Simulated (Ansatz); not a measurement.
Results of PBEsol in Ansatz (plane waves, PAW) for CsCl-type CoAl.

Settings: plane-wave cutoff 520 eV, 20×20×20 k mesh, Fermi–Dirac smearing 0.05 eV, no spin polarisation, scalar-relativistic PAW data made under PBE.

Energies at three volumes about the minimum:

| V (Å³/atom) | E − E_lowest (meV/atom) |
|---|---|
| 11.021 | 2.82 |
| 11.245 | 0.00 |
| 11.470 | 2.62 |

Problem. Fit a parabola by hand: where is the minimum, what lattice constant follows, and what is the bulk modulus?

Solution. Slopes: (0.00 − 2.82)/(11.245 − 11.021) = -12.589 and (2.62 − 0.00)/(11.470 − 11.245) = 11.644 meV/Å³. Curvature E″ = 2 × (11.644 − (-12.589))/(11.470 − 11.021) = 107.942 meV/Å⁶. From the middle of the first interval, the slope vanishes at V0 = 11.1330 − (-12.589)/107.942 = 11.250 Å³/atom. B = V0 E″ = 11.250 × 107.942 meV/Å³ × 0.1602 GPa per meV/Å³ = 195 GPa. With 2 atoms in the cube, a = (2 × 11.250)^(1/3) = 2.823 Å. The full Birch–Murnaghan fit to all volumes gives V0 = 11.245 Å³/atom and B0 = 194 GPa.

Measured, for comparison: bulk modulus 162 GPa, lattice constant a 2.861 Å (room temperature, no zero-point or thermal correction; as tabulated in Yamada et al. (2019), arXiv:1910.09660). Computed less measured: bulk modulus +20 %.

Ansatz is a program for electronic structure.
